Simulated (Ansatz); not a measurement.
BaTiO₃ in the cubic perovskite structure (space group Pm-3m, No. 221)

```yaml
crystal:
  lattice:
    - [3.99404, 0.00000, 0.00000]
    - [0.00000, 3.99404, 0.00000]
    - [0.00000, 0.00000, 3.99404]
  atoms:
    - { symbol: Ba, position: [0.00000, 0.00000, 0.00000] }
    - { symbol: Ti, position: [0.50000, 0.50000, 0.50000] }
    - { symbol: O, position: [0.00000, 0.50000, 0.50000] }
    - { symbol: O, position: [0.50000, 0.50000, 0.00000] }
    - { symbol: O, position: [0.50000, 0.00000, 0.50000] }
```

Method: r2SCAN (Ansatz, an electronic-structure program, PAW, no SOC). Γ-centred 8×8×8 mesh, Fermi–Dirac width 0.05 eV.

| Item | Value |
|---|---|
| Volume per atom | 12.74 Å³ |
| Density | 6.08 g/cm³ |
| Band gap | 2.17 eV, indirect, R → Γ |
| Lowest conduction-band minima above the VBM | Γ 2.17 eV |
| Total energy | -2036.759 eV/atom (σ→0; compares only within this code and set-up) |

Whether these cells are dynamically stable was not tested. The final runs are not spin-polarised. Many cubic perovskites are stable only at high temperature; tilts and polar distortions were not tested. This is not the structure that BaTiO3 has at room temperature and ambient pressure.
